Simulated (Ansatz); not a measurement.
Input:

```
CELL_PARAMETERS angstrom
      4.03276     0.00000     0.00000
     -2.01638     3.49247     0.00000
      0.00000     0.00000     6.57648
ATOMIC_POSITIONS crystal
  Ge 0.33333 0.66667 0.99963
  Ge 0.66667 0.33333 0.49963
  Ge 0.33333 0.66667 0.37537
  Ge 0.66667 0.33333 0.87537
```

Method: r2SCAN with spin-orbit coupling, rigid bands (plane waves, PAW; Ansatz, a quantum-chemistry and plane-wave program). Condition of this run: biaxial stress in the c plane of -1.4 GPa (compression positive) (the target of the relaxation). How the cell was made: cell and atoms relaxed with PBEsol, then loaded as said.

Problem. Is this a good metal at this level?

Solution. No. No gap is resolved, and few carriers conduct, as in a semimetal or a zero-gap semiconductor. N(E_F) = 0.043 states/eV a cell at 300 K and the Drude plasma energy along the best axis is 0.50 eV, several times under that of a simple or noble metal.
